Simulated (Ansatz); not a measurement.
Consider the following.

End structure of the (115) surface of germanium, 2 pairs of surface atoms bonded, H on both atoms of one pair (paired Ge at depth 0.0 Å) alone (bottom of the slab: built like the top, H on every dangling bond, free):

```
CELL_PARAMETERS angstrom
      8.14587     0.00000     0.00000
      2.03647    10.58180     0.00000
      0.00000     0.00000    30.00000
ATOMIC_POSITIONS crystal
  Ge 0.09261 0.00465 0.32549
  Ge 0.40434 0.00216 0.32535
  Ge 0.43835 0.21674 0.34817
  Ge 0.95440 0.21921 0.34922
  Ge 0.18505 0.63632 0.36191
  Ge 0.49742 0.63233 0.36234
  Ge 0.52260 0.85031 0.38462
  Ge 0.05089 0.85291 0.38459
  Ge 0.18562 0.26943 0.39521
  Ge 0.68582 0.25219 0.39198
  Ge 0.62728 0.47755 0.42021
  Ge 0.13061 0.48908 0.42159
  Ge 0.27612 0.89646 0.43447
  Ge 0.77843 0.88480 0.42754
  Ge 0.72336 0.10730 0.45746
  Ge 0.21961 0.11937 0.45912
  Ge 0.37037 0.51852 0.46767
  Ge 0.87037 0.51852 0.46767
  Ge 0.81481 0.74074 0.49538
  Ge 0.31481 0.74074 0.49538
  Ge 0.46296 0.14815 0.50462
  Ge 0.96296 0.14815 0.50462
  Ge 0.90741 0.37037 0.53233
  Ge 0.40741 0.37037 0.53233
  Ge 0.55203 0.78307 0.54301
  Ge 0.05839 0.77086 0.54137
  Ge 0.00625 0.99481 0.56569
  Ge 0.49767 0.00634 0.57238
  Ge 0.64472 0.41733 0.57991
  Ge 0.14932 0.39428 0.57954
  Ge 0.07852 0.61606 0.60601
  Ge 0.61876 0.63935 0.61100
  Ge 0.75526 0.03226 0.61601
  Ge 0.22510 0.05100 0.61515
  Ge 0.11411 0.26822 0.65039
  Ge 0.82206 0.24674 0.62431
  Ge 0.85669 0.64403 0.66694
  Ge 0.32309 0.68946 0.63711
  Ge 0.18521 0.88854 0.67204
  Ge 0.87874 0.87537 0.67426
  H  0.03624 0.96796 0.27857
  H  0.47718 0.96543 0.27824
  H  0.41587 0.30650 0.30697
  H  0.93181 0.30955 0.30820
  H  0.12814 0.59876 0.31510
  H  0.56627 0.59851 0.31458
  H  0.26347 0.91154 0.71787
  H  0.81381 0.93359 0.72011
```

Model: 48-atom slab, 13.8 Å thick at the start with caps and adatoms (thin: gaps and levels are the slab's own), 4x3x1 mesh, Fermi-Dirac 0.025 eV, dipole correction, 8 atoms held, the rest relaxed; no symmetry held; no spin, no spin-orbit, no U. In PBE it lies 0.24 eV a 1x1 cell over the lowest computed structure of the same composition (2 pairs of surface atoms bonded, H on both atoms of one pair (paired Ge at depth 1.1 Å) alone, spin-polarised start).

Problem. Predict the gap of the slab on its k-mesh from PBE (Ansatz, an electronic-structure program).

Solution. 0.38 eV

Problem. Give the highest filled level below the top vacuum level at the level PBE.

Solution. 4.78 eV
